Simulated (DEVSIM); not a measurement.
Device: Au/AlN/p-Ge capacitor, at 300 K.

```
layer (left to right)  material  thickness (nm)  Na (cm⁻³)
---------------------  --------  --------------  ---------
1                           AlN            4.60          -
2                            Ge            8200     5.3e15
```

Metal gate on the left, work function 5.1 eV. Fixed charge at the semiconductor interface 0 cm⁻² (in units of +e); interface traps 1e11 cm⁻² eV⁻¹, uniform in energy, neutral level at 0.3 of the gap above the valence band.

Constants are typed, rounded textbook-type inputs, not results; the design itself was drawn at random and stands for no fabricated device. Values at 300 K.

| parameter | AlN | Ge |
|---|---|---|
| gap (eV) | 6.1 | 0.664 |
| affinity (eV) | 1.9 | 4 |
| permittivity | 8.5 | 16 |
| Nc (cm⁻³) | - | 1.04e19 |
| Nv (cm⁻³) | - | 6e18 |

Simulated with DEVSIM: 1D Poisson equation in equilibrium, Boltzmann statistics, complete ionisation; no quantum confinement or tunnelling. Metal contacts follow the ideal Schottky-Mott rule: no Fermi-level pinning, no interface dipoles.

Q: Tabulate band edges, carrier densities and field at 0.85 V on the gate.

A: Energies count from the Fermi level of the right contact; mesh points crowd at the junctions.

```tsv
x (μm)	Ec (eV)	Ev (eV)	n (cm⁻³)	p (cm⁻³)	field (V/cm)
0.000	2.350	-3.750	< 1e2	< 1e2	33000
0.001225	2.354	-3.746	< 1e2	< 1e2	33000
0.002880	2.360	-3.740	< 1e2	< 1e2	33000
0.004271	2.364	-3.736	< 1e2	< 1e2	33000
0.006147	0.267	-0.397	3.3e14	1.3e12	15000
0.009546	0.273	-0.391	2.7e14	1.6e12	15000
0.01769	0.284	-0.380	1.7e14	2.5e12	14000
0.04704	0.324	-0.340	3.7e13	1.2e13	13000
0.1018	0.384	-0.280	3.7e12	1.2e14	9300
0.2329	0.461	-0.203	1.9e11	2.3e15	2900
0.5211	0.482	-0.182	8.3e10	5.2e15	47
1.587	0.482	-0.182	8.2e10	5.3e15	≈ 0
3.699	0.482	-0.182	8.2e10	5.3e15	≈ 0
6.193	0.482	-0.182	8.2e10	5.3e15	≈ 0
7.525	0.482	-0.182	8.2e10	5.3e15	≈ 0
7.914	0.482	-0.182	8.2e10	5.3e15	≈ 0
8.081	0.482	-0.182	8.2e10	5.3e15	≈ 0
8.150	0.482	-0.182	8.2e10	5.3e15	≈ 0
8.188	0.482	-0.182	8.2e10	5.3e15	≈ 0
8.198	0.482	-0.182	8.2e10	5.3e15	≈ 0
8.202	0.482	-0.182	8.2e10	5.3e15	≈ 0
8.205	0.482	-0.182	8.2e10	5.3e15	≈ 0
```
